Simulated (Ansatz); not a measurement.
Base system: NbAgO3 in the cubic perovskite structure (space group Pm-3m, No. 221; a = 3.950 Å; a cell from a computed database, its experimental status unchecked).

Perturbation: cell and atoms relaxed at a pressure of 10 GPa.

Levels (all Ansatz, a program for electronic structure, PAW): PBEsol (420 eV, no SOC); PBEsol+SOC (420 eV, spin-orbit coupling included).

The geometry is relaxed with PBEsol.

| Property | Result |
|---|---|
| PBEsol lowest conduction level above the VBM at special points | X 1.45 eV; Γ 1.66 eV; R 3.38 eV; M 4.33 eV |
| PBEsol gap character | indirect, M → X |
| PBEsol width of the top valence band | 1.18 eV |

Problem. What does PBEsol+SOC give at this geometry for the lowest conduction level above the VBM at special points, gap character and width of the top valence band?

Solution. The lowest conduction level above the VBM at special points changes from X 1.45 eV; Γ 1.66 eV; R 3.38 eV; M 4.33 eV to X 1.43 eV; Γ 1.60 eV; R 3.36 eV; M 4.28 eV; the gap character remains indirect, M → X; the width of the top valence band drops by 0.03 eV, from 1.18 eV to 1.15 eV.

Single points use the geometry relaxed with PBEsol. The spin-orbit shifts are approximate. Load acts through the strain it causes; cell and atoms are relaxed under it. Whether these cells are dynamically stable was not tested. Competing high-pressure phases were not computed. Many cubic perovskites are stable only at high temperature; tilts and polar distortions were not tested.
